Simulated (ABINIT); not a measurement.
Worked example: self-consistent single point of SrCaI4 (P1, 6 atoms in the cell) in ABINIT.

Level of theory: LDA (PW92), norm-conserving pseudopotentials (PseudoDojo nc-sr-04 LDA standard) (plane waves; ABINIT).

```yaml
crystal:
  lattice:
    - [7.28074, 0.00000, 0.00000]
    - [0.00000, 4.66211, 0.00000]
    - [-0.03196, 0.00000, 8.10929]
  atoms:
    - { symbol: Sr, position: [0.00132, 0.00308, 0.99831] }
    - { symbol: Ca, position: [0.00124, 0.50009, 0.49820] }
    - { symbol: I, position: [0.23815, 0.99865, 0.34718] }
    - { symbol: I, position: [0.76100, 0.00304, 0.65275] }
    - { symbol: I, position: [0.24960, 0.50046, 0.82449] }
    - { symbol: I, position: [0.74868, 0.49467, 0.17907] }
```

Reference input (self-consistent single point, DFT, PBEsol, plane waves, norm-conserving pseudopotentials (PseudoDojo nc-sr-04 PBEsol standard)): pseudos = [Sr.upf, Ca.upf, I.upf]; ecut = 70 Ry; ixc = -116133; occopt = 1; ngkpt = 2 3 2; nshiftk = 1; shiftk = 0 0 0; potentials = PseudoDojo nc-sr-04 PBEsol standard; nband = 28; kptopt = 1; nstep = 60; tolvrs = 1e-11. This run's input differs from it in these lines:

```diff
@@ -1,2 +1,2 @@
-# SrCaI4, PseudoDojo nc-sr-04 PBEsol standard
+# SrCaI4, PseudoDojo nc-sr-04 LDA standard
 pp_dirpath "./"
@@ -19,4 +19,4 @@
          0.7486790000    0.4946680000    0.1790710000
-ecut 70 Ry
-ixc -116133
+ecut 72 Ry
+ixc 7
 occopt 1
```

Its files differ too (potentials: PseudoDojo nc-sr-04 PBEsol standard → PseudoDojo nc-sr-04 LDA standard).

Log, with long lists cut:

```
--- !BeginCycle
solver: {iscf: 7, nstep: 60, nline: 4, wfoptalg: 0, }
tolerances: {tolvrs: 1.00E-11, }
...

     iter   Etot(hartree)      deltaE(h)  residm     vres2
 ETOT  1  -125.31545688873    -1.253E+02 3.585E-02 9.016E+01
 ETOT  2  -125.36339040495    -4.793E-02 3.866E-03 6.145E+01
 ETOT  3  -125.36551100082    -2.121E-03 2.431E-03 1.467E+01
 ETOT  4  -125.36599525253    -4.843E-04 2.583E-03 6.977E-01
 ETOT  5  -125.36602389449    -2.864E-05 2.680E-03 1.335E-01
   [... 9 lines left out ...]
 ETOT 15  -125.36603083496     4.405E-13 2.960E-04 1.147E-09
 ETOT 16  -125.36603083496    -1.990E-13 1.802E-04 3.577E-10
 ETOT 17  -125.36603083497    -1.776E-12 2.672E-04 8.825E-11
 ETOT 18  -125.36603083496     5.002E-12 1.985E-04 8.111E-12
 At SCF step   18       vres2   =  8.11E-12 < tolvrs=  1.00E-11 =>converged.

 Cartesian components of stress tensor (hartree/bohr^3)
  sigma(1 1)=  6.13247233E-05  sigma(3 2)= -3.65300739E-08
  sigma(2 2)=  6.40384396E-05  sigma(3 1)=  2.92517032E-06
  sigma(3 3)=  7.08722729E-05  sigma(2 1)=  4.39901688E-07

 ----iterations are completed or convergence reached----

 reduced coordinates (array xred) for    6 atoms
       0.001322000000      0.003084000000      0.998309000000
       0.001243000000      0.500092000000      0.498198000000
       0.238153000000      0.998651000000      0.347184000000
       0.761000000000      0.003044000000      0.652751000000
       0.249604000000      0.500461000000      0.824486000000
       0.748679000000      0.494668000000      0.179071000000
 cartesian forces (eV/Angstrom) at end:
   [... lines left out ...]
 Fermi (or HOMO) energy (hartree) =   0.01588   Average Vxc (hartree)=  -0.28829
   [... lines left out ...]
total_energy        : -1.25366030834960E+02
total_energy_eV     : -3.41138318805471E+03
band_energy         : -1.69791400561773E+01
...

-Cartesian components of stress tensor (GPa)         [Pressure= -1.9245E+00 GPa]
- sigma(1 1)=  1.80423535E+00  sigma(3 2)= -1.07475170E-03
- sigma(2 2)=  1.88407562E+00  sigma(3 1)=  8.60614676E-02
- sigma(3 3)=  2.08513391E+00  sigma(2 1)=  1.29423523E-02

 Calculation completed.
```

The run converged in 18 iterations. Against the reference run the pressure goes from -0.91 to -1.92 GPa, the largest force goes from 0.242 to 0.340 eV/Å and the gap on the mesh goes from 3.650 to 3.529 eV.

The starting cell comes from a database of computed structures (which also holds hypothetical and non-ambient phases and stackings), without a prior relaxation at this level. Its atoms were displaced at random from the sites of space group no. 10. Spin-orbit coupling is off.

Cost on one core of a shared machine: roughly 3 min.
